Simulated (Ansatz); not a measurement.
Cost and result by functional for the adsorption energy of H on the 1x1 (100) surface of monoclinic HfO2 (cut with top plane 2 O), one in a 1x1 cell, started at the site 'bridge O-O (span 5.2 Å)', in Ansatz (plane waves, PAW). Single points on the PBE structure, on one kind of machine; costs are rough ratios of the slab run's core time (references not counted) to the cheapest single point. r2SCAN's cost holds its higher cutoff (500 against 420 eV). Differences are taken against r2SCAN for comparison alone: no measured value is at hand, so the table doesn't rank accuracy. The points keep PBE's geometry, so the relaxation of a polaron and the settling of charge on one site are left out.

Host crystal: monoclinic HfO2, with a band gap (PBE, scalar-relativistic without spin-orbit coupling).

Slab: 25 atoms, 9.3 Å thick at the start under the adsorbate (thin: gaps and levels are the slab's own); k 4x4x1, smearing 0.01 eV, dipole-corrected; 12 atoms held, the rest relaxed; no symmetry held; spin-polarised, no spin-orbit, no U, no dispersion correction. The starting moment vanished. At the end it is bonded to O. In PBE it is, or lies within 0.03 eV of, the lowest of the starts that converged. These notes are the PBE run's. RPBE: The program's check for a lower electronic state was not made. r2SCAN: The program's check for a lower electronic state was not made. Adsorption energies are against ½ H2(g). A negative adsorption energy means that the adsorbate is more stable on the surface than in its reference.

| functional | relative cost | adsorption energy (eV) | less r2SCAN (eV) |
|---|---|---|---|
| RPBE | 1 | 1.23 | 0.06 |
| r2SCAN | 2 | 1.17 | 0.00 |
| PBE (the relaxed run's value) | – | 1.02 | -0.15 |

The values span 0.21 eV, while the single points' costs differ by a factor of roughly 2. Differences are of unrounded values.

Ansatz is a first-principles code.
